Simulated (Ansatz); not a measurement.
Data:

```
CELL_PARAMETERS angstrom
      2.52195     0.00000     0.00000
     -1.26098     2.18407     0.00000
      0.00000     0.00000     4.17252
ATOMIC_POSITIONS crystal
  B  0.33333 0.66667 0.00035
  B  0.66667 0.33333 0.50035
  N  0.33333 0.66667 0.37465
  N  0.66667 0.33333 0.87465
```

All values below come from PBE, rigid bands (plane waves, PAW, scalar-relativistic; Ansatz, a program for electronic structure). Condition of this run: hydrostatic pressure of 9 GPa (compression positive) (the target of the relaxation). How the cell was made: cell and atoms relaxed with PBEsol, then loaded as said.

**Question.** What conductivity effective mass do dilute holes have at 300 K?

**Answer.** 0.83 (x), 0.83 (y), 1.27 (z) mₑ.

**Question.** What conductivity effective mass do dilute electrons have at 300 K?

**Answer.** 0.51 (x), 0.51 (y), 0.30 (z) mₑ.

**Question.** And the band gap?

**Answer.** 5.14 eV at this level; semilocal functionals usually fall short of the measured gap.

Rigid bands, one relaxation time for all states, no polarons. Spin-orbit coupling is left out. Geometry: cell and atoms relaxed with PBEsol.
